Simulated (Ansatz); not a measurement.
# A computed series for MgO: response to strain

Take MgO in the rock salt structure (space group Fm-3m, No. 225; a = 4.214 Å) as the base. Axes: x, y, z lie along the cube axes.

Strains are applied to the cell and any free atomic positions relax; under biaxial strain the out-of-plane vector relaxes too.

Level of theory: PBEsol, PAW, 420 eV (Ansatz, a quantum-chemistry and plane-wave program; scalar-relativistic without spin-orbit coupling).

Notes on the quantities. energy relative to the base: free energy F.

```json
[
 {"change": "base", "electron mass": "0.34 mₑ (at Γ)", "volume per atom": "9.35 Å³", "energy relative to the base": "0 meV/atom"},
 {"change": "biaxial strain −3.00 %, plane normal [001], relaxed out of plane", "electron mass": "0.33 mₑ out of plane, 0.37 mₑ in plane (at Γ)", "volume per atom": "8.98 Å³", "energy relative to the base": "+19 meV/atom"},
 {"change": "biaxial strain −2.50 %, plane normal [001], relaxed out of plane", "electron mass": "0.33 mₑ out of plane, 0.37 mₑ in plane (at Γ)", "volume per atom": "9.04 Å³", "energy relative to the base": "+13 meV/atom"},
 {"change": "biaxial strain −1.50 %, plane normal [001], relaxed out of plane", "electron mass": "0.33 mₑ out of plane, 0.35 mₑ in plane (at Γ)", "volume per atom": "9.16 Å³", "energy relative to the base": "+4.6 meV/atom"},
 {"change": "biaxial strain −1.00 %, plane normal [001], relaxed out of plane", "electron mass": "0.35 mₑ (at Γ)", "volume per atom": "9.23 Å³", "energy relative to the base": "+2.0 meV/atom"},
 {"change": "biaxial strain −0.50 %, plane normal [001], relaxed out of plane", "electron mass": "0.34 mₑ (at Γ)", "volume per atom": "9.29 Å³", "energy relative to the base": "+0.5 meV/atom"},
 {"change": "biaxial strain +0.50 %, plane normal [001], relaxed out of plane", "electron mass": "0.34 mₑ (at Γ)", "volume per atom": "9.42 Å³", "energy relative to the base": "+0.5 meV/atom"},
 {"change": "biaxial strain +1.00 %, plane normal [001], relaxed out of plane", "electron mass": "0.34 mₑ (at Γ)", "volume per atom": "9.49 Å³", "energy relative to the base": "+1.9 meV/atom"},
 {"change": "biaxial strain +2.00 %, plane normal [001], relaxed out of plane", "electron mass": "0.35 mₑ out of plane, 0.32 mₑ in plane (at Γ)", "volume per atom": "9.62 Å³", "energy relative to the base": "+7.1 meV/atom"},
 {"change": "biaxial strain +3.00 %, plane normal [001], relaxed out of plane", "electron mass": "0.35 mₑ out of plane, 0.32 mₑ in plane (at Γ)", "volume per atom": "9.76 Å³", "energy relative to the base": "+15 meV/atom"}
]
```

The levels and masses belong to the bands next to the band gap. Effective masses come from finite differences of ±0.01 Å⁻¹. Whether these cells are dynamically stable was not tested.
